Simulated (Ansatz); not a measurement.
**Response to strain in MgO**

Base system: MgO in the rock salt structure (space group Fm-3m, No. 225; a = 4.204 Å).

Strains are applied to the cell and any free atomic positions relax.

Computed with r2SCAN (Ansatz, a program for electronic structure, PAW, without spin-orbit coupling).

| isotropic strain (%) | band gap (eV) |
|---|---|
| 0 | 5.68 |
| 0.5 | 5.53 |
| 1 | 5.39 |
| 1.5 | 5.24 |
| 2 | 5.10 |
| 2.5 | ? |
| 3 | 4.83 |

### Question
Fit E_g = E₀ + Dε (ε in %) to the rows shown and predict the withheld row.

### Answer
Least squares on the printed values gives E₀ = 5.67 eV, D = -284 meV per % of strain (largest residual 0.01 eV); this predicts 4.96 eV, and the run gives 4.96 eV, in agreement.

Stability against distortions was not tested.
